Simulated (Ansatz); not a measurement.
Input:

```xyz
2
Lattice="0.0000 2.1900 2.2619 2.1900 0.0000 2.2619 2.1900 2.1900 0.0000" Properties=species:S:1:pos:R:3 pbc="T T T"
N      0.0000     0.0000     0.0000
Nb     2.1900     2.1900     2.2619
```

No spin polarisation.

Level of theory: Ansatz (a first-principles code) PBEsol, no SOC. k-mesh 18×18×18 (Γ-centred); smearing 0.05 eV (Fermi–Dirac).

Task: What is the computed pressure (mean of the normal stresses, compression positive)?

Result: -9.3 GPa.

Task: Predict the band gap.

Result: Zero.

Task: What is the computed space group?

Result: I4/mmm (No. 139).

The cells carry an imposed strain or load. No phonon test of stability was made. The final runs are not spin-polarised. The cell was made from NbN in the rock salt structure (space group Fm-3m, No. 225) by this change: uniaxial strain ε_zz = +3.28 %.
